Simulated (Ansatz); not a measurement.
# Short convergence ladders for ScSi (Cm, 4 atoms in the cell)

```
ScSi
1.0
    1.98697    -4.92872     0.00000
    1.98697     4.92872     0.00000
    0.00000     0.00000     3.64911
Sc Si
2 2
Direct
  0.13921   0.86079   0.26370
  0.86079   0.13921   0.75000
  0.41944   0.58056   0.25000
  0.58056   0.41944   0.75000
```

Base method: LDA (PW92), default PAW files made with PBE (plane waves; Ansatz, an electronic-structure program).

Base settings: basis.ecutwfc = 420 eV; kpoints.mp_grid.grid = 6 6 6; hamiltonian.xc = lda; hamiltonian.pseudopotentials = {kind: paw} (the program's default PAW files); scf.occupations.method = fermi_dirac; scf.occupations.width = 0.1 eV.

The count of work is k-points × plane waves × bands × iterations; it is no time. Core times come from one kind of shared machine, to one figure; runs under 30 s give none.

**The cutoff for other potential files**

Level: DFT, LDA (PW92), plane waves, harder PAW files (source: ansatz) made with PBE.

In this ladder: hamiltonian.pseudopotentials = {kind: paw, source: ansatz}.

The second cell is the first with its lattice scaled by 0.98.

The mesh stays at the base's, so the ladder's end is converged at best in this setting alone.

The first pressure column holds Ansatz's estimate of the finite-basis (Pulay) stress, which hides part of the cutoff error; the other is without it.

Only quantities that move along the ladder and can be compared are tabulated.

```tsv
basis.ecutwfc	free energy less the last step's (meV/atom)	energy of the compressed cell less the first (meV/atom)	pressure (GPa)	pressure without the Pulay estimate (GPa)	largest difference of a force vector from the last step's (eV/Å)	count of work / last
275 eV	1629.90	1.03	-4.49	-66.43	0.261	0.094
335 eV	391.02	-4.95	-3.83	-23.59	0.053	0.12
425 eV	33.91	-5.14	-4.00	-6.48	0.010	0.20
520 eV	2.15	-5.23	-4.01	-4.18	0.000	0.28
610 eV	0.68	-5.26	-4.01	-4.02	0.000	0.35
730 eV	0.57	-5.26	-4.01	-4.02	0.000	0.46
915 eV	0.30	-5.26	-4.01	-4.02	0.000	0.64
1220 eV	0.00	-5.27	-4.01	-4.02	0.000	1.0
```

Coarsest basis.ecutwfc that holds the pressure within 0.2 GPa of the last step, with all finer ones: 335 eV, at 0.12 of the last step's count of work; the step before is off by 0.47 GPa.

Coarsest basis.ecutwfc that holds the forces within 0.02 eV/Å of the last step, with all finer ones: 425 eV, at 0.20 of the last step's count of work; the step before is off by 0.053 eV/Å.

Coarsest basis.ecutwfc that holds the energy of the compressed cell less the first within 0.5 meV/atom of the last step, with all finer ones: 335 eV, at 0.12 of the last step's count of work; the step before is off by 6.3 meV/atom.

The energy difference between the two cells stays within 1 meV/atom of the last step's from 335 eV on, the total only from 610 eV on: much of the error is common to both cells and cancels.

At the lowest cutoff the pressure without the Pulay estimate lies 62.4 GPa under the last step's, the usual sign of Pulay stress in an incomplete plane-wave basis.

**The relaxed cell against the cutoff**

On ScSi (Cmcm, 4 atoms in the cell): atoms on their sites.

In this ladder: relax = cell and atoms.

The mesh stays at the base's, so the ladder's end is converged at best in this setting alone.

Only quantities that move along the ladder and can be compared are tabulated.

```csv
basis.ecutwfc,relaxed volume (Å³/atom),relaxation steps,core time / last (rough)
210 eV,17.163,24,0.6
250 eV,17.265,16,0.5
295 eV,17.188,12,–
355 eV,17.179,9,–
420 eV,17.180,7,–
505 eV,17.178,7,0.6
630 eV,17.178,7,0.8
840 eV,17.177,7,1
```

Coarsest basis.ecutwfc that holds the relaxed volume within 0.017 Å³/atom of the last step, with all finer ones: 295 eV; the step before is off by 0.088 Å³/atom.

On the base run: the starting cell comes from a database of computed structures (which also holds hypothetical and non-ambient phases and stackings), without a prior relaxation at this level. Its lattice was rescaled by up to half a per cent. One atom was moved a little off its site on purpose.

Keys are those of Ansatz 0.2.
